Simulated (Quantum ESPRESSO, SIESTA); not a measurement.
A Quantum ESPRESSO input for a self-consistent single point of MnS (Fm-3m, 4 atoms in the cell) (DFT, PBE, plane waves, SSSP 1.1.2 efficiency (PBE) pseudopotentials):

```fortran
&CONTROL
   calculation = 'scf'
   prefix = 'pwscf'
   outdir = './out'
   pseudo_dir = './'
   verbosity = 'high'
   tprnfor = .true.
   tstress = .true.
/
&SYSTEM
   ibrav = 0
   nat = 4
   ntyp = 3
   ecutwfc = 50
   ecutrho = 400
   occupations = 'smearing'
   smearing = 'fd'
   degauss = 0.00147
   nspin = 2
   starting_magnetization(1) = 0.333
   starting_magnetization(2) = -0.333
/
&ELECTRONS
   conv_thr = 1.0d-10
   mixing_beta = 0.4
/
ATOMIC_SPECIES
Mn1   54.9380  mn_pbe_v1.5.uspp.F.UPF
Mn2   54.9380  mn_pbe_v1.5.uspp.F.UPF
S     32.0600  s_pbe_v1.4.uspp.F.UPF
ATOMIC_POSITIONS {crystal}
Mn1   0.0000000000    0.0000000000    0.0000000000
Mn2   0.5000000000    0.5000000000    0.5000000000
S     0.2500000000    0.2500000000    0.2500000000
S     0.7500000000    0.7500000000    0.7500000000
K_POINTS {automatic}
4 4 4  0 0 0
CELL_PARAMETERS {angstrom}
   5.2200000000     2.6100000000     2.6100000000
   2.6100000000     5.2200000000     2.6100000000
   2.6100000000     2.6100000000     5.2200000000
```

Translate this input to SIESTA.

One input that does it (others would too):

```
# files in the folder: Mn.psml S.psml (PseudoDojo PBE standard)
SystemName  MnS
SystemLabel mns

NumberOfAtoms                4
NumberOfSpecies              2
%block ChemicalSpeciesLabel
  1 25 Mn
  2 16 S
%endblock ChemicalSpeciesLabel
LatticeConstant              1.0 Ang
%block LatticeVectors
     5.220000000    2.610000000    2.610000000
     2.610000000    5.220000000    2.610000000
     2.610000000    2.610000000    5.220000000
%endblock LatticeVectors
AtomicCoordinatesFormat      ScaledCartesian
%block AtomicCoordinatesAndAtomicSpecies
     0.000000000    0.000000000    0.000000000  1
     5.220000000    5.220000000    5.220000000  1
     2.610000000    2.610000000    2.610000000  2
     7.830000000    7.830000000    7.830000000  2
%endblock AtomicCoordinatesAndAtomicSpecies

XC.functional                GGA
XC.authors                   PBE
PAO.BasisSize                DZP
PAO.EnergyShift              0.01 Ry
MeshCutoff                   400 Ry
%block kgrid.MonkhorstPack
    4   0   0  0.0
    0   4   0  0.0
    0   0   4  0.0
%endblock kgrid.MonkhorstPack
OccupationFunction           FD
ElectronicTemperature        0.02 eV
Spin                         polarized
%block DM.InitSpin
  1 +5.00
  2 -5.00
  3 +0.00
  4 +0.00
%endblock DM.InitSpin

MaxSCFIterations             150
SCF.Mixer.Method             Broyden
SCF.Mixer.Weight             0.1
SCF.Mixer.History            8
SCF.DM.Tolerance             1.0E-05
Diag.ParallelOverK           true
WriteForces                  true
Charge.Mulliken              end
```

Basis settings and potentials, where a program has them, do not carry over. This input uses DFT, GGA PBE, numerical atomic orbitals DZP, PseudoDojo PBE standard norm-conserving potentials (rewritten from UPF to PSML).

The starting cell has typed, rounded lattice constants, without a prior relaxation at this level.
